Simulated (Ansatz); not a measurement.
Start from Ta in the bcc (W type) structure (space group Im-3m, No. 229; relaxed with 0.1 eV smearing).

```yaml
crystal:
  lattice:
    - [-1.64115, 1.64115, 1.64115]
    - [1.64115, -1.64115, 1.64115]
    - [1.64115, 1.64115, -1.64115]
  atoms:
    - { symbol: Ta, position: [0.00000, 0.00000, 0.00000] }
```

Cartesian axes are those of the cell as printed.

The values are results of PBEsol (Ansatz, a quantum-chemistry and plane-wave program, PAW, no SOC), earlier PAW set, not measurements.

Base values:

| Quantity | Result |
|---|---|
| Shortest interatomic distance | 2.843 Å |

Perturbation: uniaxial stress, 3 GPa tension along x, with the cell and atoms free to relax against it.

Task: Estimate the effect on the shortest interatomic distance.

Result: The shortest interatomic distance increases by 0.005 Å, from 2.843 Å to 2.848 Å.

Task: What does the calculation give for the strain response after the change?

Result: The strain response (xx, yy, zz) comes out as (+1.94, −0.70, −0.70) %.

Stability under load was not tested beyond the relaxation. The final runs are not spin-polarised.
